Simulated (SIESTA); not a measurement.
Worked example: relaxation of cell and atoms of SrZnIn3 (I4mm, 5 atoms in the cell) in SIESTA.

Method: SIESTA 5.4.2 with LDA PW92, numerical atomic orbitals DZP, PseudoDojo LDA standard norm-conserving potentials (rewritten from UPF to PSML).

```xyz
5
Lattice="-2.3376 2.3376 6.1210 2.3376 -2.3376 6.1210 2.3376 2.3376 -6.1210" Properties=species:S:1:pos:R:3 pbc="T T T"
Sr     0.0000     0.0000     0.0585
Zn     0.0000     0.0000     7.5162
In     0.0000     2.3376     2.9623
In     2.3376     0.0000     2.9623
In     0.0000     0.0000     4.8638
```

Reference input (self-consistent single point, DFT, LDA PW92, numerical atomic orbitals DZP, PseudoDojo LDA standard norm-conserving potentials (rewritten from UPF to PSML)): XC.functional = LDA; XC.authors = PW92; potentials = PseudoDojo LDA standard; PAO.BasisSize = DZP; PAO.EnergyShift = 0.01 Ry; MeshCutoff = 350 Ry; kgrid.MonkhorstPack = 5 5 5; OccupationFunction = FD; ElectronicTemperature = 100 meV; MaxSCFIterations = 150; SCF.Mixer.Method = Broyden; SCF.Mixer.Weight = 0.2. This run's input differs from it in these lines:

```diff
@@ -45,2 +45,7 @@
 Diag.ParallelOverK           true
+MD.TypeOfRun                 Broyden
+MD.Steps                     40
+MD.MaxForceTol               0.02 eV/Ang
+MD.VariableCell              true
+MD.MaxStressTol              0.05 GPa
 WriteForces                  true
```

The program printed (abridged):

```
        iscf     Eharris(eV)        E_KS(eV)     FreeEng(eV)     dDmax    Ef(eV) dHmax(eV)
   scf:    1   -11573.307421   -11874.675715   -11874.850836  1.710645 -1.744263 91.493959
   scf:    2   -12001.664801   -12015.659513   -12015.697502  1.128739 -3.226516 15.705698
   scf:    3   -12022.697531   -12019.669579   -12019.715547  0.103016 -3.220484  8.401677
   scf:    4   -12021.668985   -12020.916307   -12020.963973  0.102489 -3.227834  2.414936
   scf:    5   -12021.077639   -12021.058121   -12021.107058  0.081320 -3.220647  1.247013
   [... 6 lines left out ...]
   scf:   12   -12021.075279   -12021.075278   -12021.124449  0.000055 -3.226593  0.001186
   scf:   13   -12021.075278   -12021.075278   -12021.124449  0.000023 -3.226658  0.000681
   scf:   14   -12021.075278   -12021.075278   -12021.124449  0.000013 -3.226697  0.000445
   scf:   15   -12021.075278   -12021.075278   -12021.124449  0.000008 -3.226724  0.000299
SCF Convergence by DM+H criterion
max |DM_out - DM_in|         :     0.0000080784
max |H_out - H_in|      (eV) :     0.0002988321
SCF cycle converged after 15 iterations

Using DM_out to compute the final energy and forces

siesta: E_KS(eV) =           -12021.0753

siesta: E_KS - E_eggbox =    -12021.0753

siesta: Atomic forces (eV/Ang):
     1   -0.000027   -0.000027   -0.095440
     2   -0.001088   -0.001088    0.206346
     3    0.000191    0.000112   -0.052153
     4    0.000112    0.000191   -0.052153
     5    0.000121    0.000121   -0.008422
   Tot   -0.000692   -0.000692   -0.001822
   Max    0.206346
   Res    0.061753    sqrt( Sum f_i^2 / 3N )
   Max    0.206346    constrained

Stress tensor Voigt[x,y,z,yz,xz,xy] (kbar):       25.60       25.60       43.29        0.01        0.01        0.00
   [... lines left out ...]
siesta: Pressure (static):        -31.49727170  kBar
siesta: Pressure (total):        -31.49727170  kBar
No target stress found, assuming hydrostatic MD.TargetPressure.
Target stress (kBar)
outcell: Cell volume (Ang**3)        :    125.4242
        iscf     Eharris(eV)        E_KS(eV)     FreeEng(eV)     dDmax    Ef(eV) dHmax(eV)
siesta: Pressure (static):          0.15566811  kBar
siesta: Pressure (total):          0.15566811  kBar
outcell: Cell volume (Ang**3)        :    125.4242
siesta: FreeEng =    -12021.235762
   [... lines left out ...]
siesta:    -0.000043   -0.000002   -0.000044
siesta:    -0.000002   -0.000043   -0.000044
siesta:    -0.000044   -0.000044   -0.000206

siesta: Cell volume =        125.424153 Ang**3

siesta: Pressure (static):
siesta:                Solid            Molecule  Units
siesta:           0.00000106          0.00000070  Ry/Bohr**3
siesta:           0.00009716          0.00006401  eV/Ang**3
siesta:           0.15566811          0.10255214  kBar
```

The run converged. 

Summary of the result:
- Free energy E − TS: -12021.2358 eV
- Fermi level (on the code's own zero): -3.24 eV
- Pressure: 0.02 GPa
- Largest force (vector length): 0.012 eV/Å
- Final cell: a = 6.722 Å, b = 6.722 Å, c = 6.723 Å, α = 139.80°, β = 139.80°, γ = 58.16°
- Final volume per atom: 25.08 Å³
- Relaxation steps: 13

The starting cell comes from a database of computed structures (which also holds hypothetical and non-ambient phases and stackings), without a prior relaxation at this level. Its lattice was rescaled by a random factor within 2.5 % of one. Values carry the incompleteness of an atom-centred basis.

Cost on one core of a shared machine: roughly 10 min.
